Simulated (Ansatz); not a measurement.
**What isotropic strain −0.50 % does to GaSb**

Base system: GaSb in the zinc blende structure (space group F-43m, No. 216; a = 6.2134 Å).

Now apply this change: the cell is scaled by 0.9950 in all directions; the atoms relax in the strained cell.

The values are results of DFT with PBE, PAW potentials and a 420 eV plane-wave cutoff in Ansatz (a quantum-chemistry and plane-wave program), scalar-relativistic without spin-orbit coupling, not measurements. Γ-centred 13×13×13 mesh, Fermi–Dirac width 0.05 eV.

The volume per atom shrinks by 0.45 Å³ to 29.54 Å³ and the space group remains F-43m (No. 216). The shortest interatomic distance decreases by 0.025 bohr (5.084 bohr → 5.059 bohr) and the energy goes up by 1.0 meV/atom. The pressure goes from zero to 0.7 GPa and the band gap is still zero.

Spin-orbit coupling, missing from the scalar runs, can matter with Sb. Whether these cells are dynamically stable was not tested. All final runs are without spin polarisation. A zero or small gap of GaSb can be the functional's error rather than a property of the material.
